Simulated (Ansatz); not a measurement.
Consider HgSe in the zinc blende structure (space group F-43m, No. 216; a = 6.260 Å).

The values are results of Kohn–Sham DFT with the PBE functional, run in Ansatz (a program for electronic structure) with PAW and 420 eV plane waves, no spin-orbit coupling, not measurements.

The change: Cd takes the place of Hg on all its sites; the structure is relaxed again.

Measured lattice parameter a: HgSe 6.085 Å (room temperature; as listed in Cardona et al., arXiv (2009)); CdSe 6.077 Å (room temperature; as listed in arXiv:1206.3780).

**Question.** How well does PBE reproduce the measured shift?

**Answer.** With PBE the lattice parameter a moves by -0.064 Å (6.260 → 6.196) against -0.008 Å measured.

No phonon test of stability was made. The final runs are not spin-polarised.
